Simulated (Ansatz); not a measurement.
The starting structures come from a database of crystals and need not be the phases stable at ambient conditions.

 Where the default PAW files enter, the runs use the earlier of Ansatz's two default sets.

The decay constant κ of evanescent states in the gap governs leakage through a thin film.

```
Ca3AsBr3
1.0
    5.93247     0.00000     0.00000
    0.00000     5.93247     0.00000
    0.00000     0.00000     5.93247
Ca As Br
3 1 3
Cartesian
  2.96624   0.00000   0.00000
  0.00000   2.96624   0.00000
  0.00000   0.00000   2.96624
  0.00000   0.00000   0.00000
  0.00000   2.96624   2.96624
  2.96624   0.00000   2.96624
  2.96624   2.96624   0.00000
```

Space group of this cell: Pm-3m. The cell is taken as given.

Transport runs along the normal of the first two printed cell vectors, the (001) plane of the conventional cell.

The gap is the functional's own, uncorrected, and κ follows it; spin-orbit coupling is left out. Mid-gap values are interpolated between the computed energies.

Problem. Give the band gap and the smallest decay constant κ at mid-gap that r2SCAN run with Ansatz (a quantum-chemistry and plane-wave program) yields.

Solution. Gap 2.02 eV on a 6×6×6 mesh; κ = 0.189 1/Å, at the zone centre.
